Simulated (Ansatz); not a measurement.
The reference is GaSb in the zinc blende structure (space group F-43m, No. 216; a = 6.132 Å). Axes: x, y, z lie along the cube axes.

Computed with r2SCAN in Ansatz (plane waves to 500 eV, PAW, scalar-relativistic without spin-orbit coupling).

It is then changed as follows: the cell is scaled by 1.0079 in all directions, atoms relaxed at fixed cell.

Predict the stress tensor and what it implies for the stiffness.

Stress of the strained cell less that of the base (GPa, compression positive):
```
  -1.19    0.00    0.00
   0.00   -1.19    0.00
   0.00    0.00   -1.19
```

Then B = −ΔP/(ΔV/V₀) with ΔV/V₀ = 0.0239 gives secant stiffness values (nonlinear terms included at this strain): B ≈ 50 GPa.

No phonon test of stability was made.

Ansatz is a first-principles code.
